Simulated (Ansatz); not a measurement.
**PtSe2: biaxial strain +2.50 %, plane normal [001], relaxed out of plane**

The reference is PtSe2 in the CdI2 type structure (space group P-3m1, No. 164; a = 3.772 Å, c = 4.821 Å; layered; relaxed with 0.1 eV smearing). Axes: x lies along a and z along c of the hexagonal cell.

It is then changed as follows: biaxial strain +2.50 %, plane normal [001], relaxed out of plane (Cartesian); in-plane vectors clamped, the third vector and the atoms free.

Calculations: PBE-D3(BJ) in Ansatz (plane waves to 420 eV, PAW, without spin-orbit coupling). Γ-centred 18×18×12 mesh, Fermi–Dirac width 0.1 eV.

- Space group = P-3m1 (No. 164) (base P-3m1 (No. 164))
- Shortest interatomic distance = 2.548 Å (base 2.526 Å)
- Pressure (mean of the normal stresses, compression positive) = -3.1 GPa (base 0.0 GPa)
- Band gap = zero (base zero)
- Out-of-plane strain = -3.18 %
- Ratio −ε⊥/ε∥ = 1.27
- Mean in-plane stress (compression positive) = -4.6 GPa

Final structure (turned so that z lies along the plane normal):

```
CELL_PARAMETERS angstrom
      3.86653     0.00000     0.00000
      1.93327     3.34852     0.00000
      0.00000     0.00000     4.66789
ATOMIC_POSITIONS crystal
  Pt 0.00000 0.00000 0.00000
  Se 0.33333 0.33333 0.26329
  Se 0.66667 0.66667 0.73671
```

Cost of the whole job for the changed cell (relaxation, final SCF and bands): roughly 2.5 core-minutes.

Stability against distortions was not tested. All final runs are without spin polarisation. The zero or small gap of PtSe2 can change with the level of theory.

Ansatz is a program for electronic structure.
